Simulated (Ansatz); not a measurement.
**Spinel Na2WO4**

Calculation: r²SCAN+rVV10 in Ansatz (plane waves, PAW).

Run with plane-wave cutoff 500 eV, 8×8×8 k mesh, Fermi–Dirac smearing 0.05 eV, no spin polarisation, scalar-relativistic PAW data made under PBE.

Cell: relaxed at this level.

volume per atom: 13.17 Å³/atom
lattice constant a: 9.036 Å
band gap: 5.72 eV (on the SCF k mesh)

Spin–orbit coupling is not included.

Computed values are for the static lattice.

Ansatz is a quantum-chemistry and plane-wave program.
